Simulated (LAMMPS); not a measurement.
Simulation of a melt made from Cu (fcc), 256 atoms, at 1770 K and 0 GPa, brought to that temperature within a few picoseconds.

Computed with classical MD, pair style bop, file AlCu.bop.table, run in LAMMPS.

Task: What does the simulation give for the state found, the first peak of g(r), the volume per atom, the self-diffusion coefficient of Cu (not corrected for cell size), the density?

Result: state found: liquid; first peak of g(r): 2.52 Å, height 2.5; volume per atom: 12.582 ± 0.005 Å³/atom; self-diffusion coefficient of Cu (not corrected for cell size): (5.9 ± 0.3) × 10^-5 cm²/s; density: 8.387 ± 0.003 g/cm³.

Caution: a run this short can hold a crystal over, or a liquid under, the potential's own melting point, which these runs don't give.
